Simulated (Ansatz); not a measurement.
Defect: Os vacancy in hcp Os, neutral cell. Computed with PBE, PAW (plane waves to 420 eV; Ansatz, a first-principles code).

Settings: 36 host sites, the relaxed PBE lattice, a 2×2×2 k-point mesh shifted by half a step along c, smearing 0.10 eV, spin-restricted, no image-charge correction. Energies are static. Spin-orbit coupling is left out. Forms of the defect that were not tried may lie lower.

Barriers: single points on a 4×4×3 k-point mesh shifted by half a step along c at the bands' geometries (they differ from the bands' own by up to 0.15 eV, and are uncertain by about as much).

The step: one Os atom jumps into the vacancy from a nearby Os site; the atom moves 2.66 Å along (0.64, 0.32, 0.50) of the unit cell; the moving atom starts with neighbours Os at 2.68, 2 Os at 2.70, 4 Os at 2.71, 2 Os at 2.74, 2 Os at 2.78 Å and ends with Os at 2.68, 3 Os at 2.70, 3 Os at 2.71, 2 Os at 2.74, 2 Os at 2.78 Å.

**Question.** Estimate the migration barrier of this step that PBE, PAW returns for this input.

**Answer.** 3.30 eV, the same both ways. At the saddle the moving atom has neighbours 4 Os at 2.51, 4 Os at 3.05 Å. The saddle point's order was not checked, and it lies on a symmetry element of the cell, where a band can be held.
